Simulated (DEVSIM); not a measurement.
System: abrupt GaSb p-n junction, at 250 K.

| layer (left to right) | material | thickness (μm) | Nd (cm⁻³) | Na (cm⁻³) | τn (s) | τp (s) |
|---|---|---|---|---|---|---|
| 1 | GaSb | 0.130 | - | 8.9e16 | 1.6e-8 | 1.6e-8 |
| 2 | GaSb | 12.0 | 4.7e16 | - | 1.6e-8 | 1.6e-8 |

Left contact: ohmic. Right contact: ohmic. Voltage is applied to the left contact. Recombination: SRH at mid-gap, Auger. Mobility is μmin + (μ − μmin)/(1 + (N/Nref)^α).

Constants are typed, rounded textbook-type inputs, not results; the design itself was drawn at random and stands for no fabricated device. Values at 300 K; Nc and Nv go as T^1.5, mobilities as T to minus their exponent, the gap by Varshni's rule with the affinity fixed.

```
parameter            GaSb
----------------  -------
gap (eV)            0.726
affinity (eV)        4.06
permittivity         15.7
Nc (cm⁻³)          2.1e17
Nv (cm⁻³)          1.8e19
μn (cm²/Vs)          5000
μp (cm²/Vs)           850
μn,min               1000
μp,min                190
Nref,n             2.8e17
Nref,p               9e17
αn                   1.05
αp                   0.65
T exponent of μn        2
T exponent of μp      1.7
Cn (cm⁶/s)          5e-30
Cp (cm⁶/s)          5e-30
Varshni α (eV/K)  0.00042
Varshni β (K)         140
```

Simulated with DEVSIM: 1D drift-diffusion, Boltzmann statistics, complete ionisation; no tunnelling, impact ionisation, image-force lowering or self-heating.

Base results: largest field in the device at zero bias (V/cm) 63000; potential step across the device at zero bias (V) 0.610; dark forward voltage at 1 A/cm² (V) 0.361; dark forward voltage at 100 A/cm² (V) 0.467.

Task: What follows from this one change: temperature 250 → 300 K?

Result: largest field in the device at zero bias little changed (59000 V/cm); potential step across the device at zero bias 0.610 → 0.550 V; dark forward voltage at 1 A/cm² 0.361 → 0.255 V; dark forward voltage at 100 A/cm² 0.467 → 0.382 V.

Task: What follows from this one change: doping Na of layer 1 8.9e+16 → 8.9e+15 cm^-3?

Result: largest field in the device at zero bias 63000 → 38000 V/cm; potential step across the device at zero bias 0.610 → 0.560 V; dark forward voltage at 1 A/cm² 0.361 → 0.272 V; dark forward voltage at 100 A/cm² 0.467 → 0.386 V.

Task: What follows from this one change: constant mobility in place of the doping-dependent one?

Result: largest field in the device at zero bias little changed (63000 V/cm); potential step across the device at zero bias little changed (0.610 V); dark forward voltage at 1 A/cm² 0.361 → 0.356 V; dark forward voltage at 100 A/cm² 0.467 → 0.461 V.
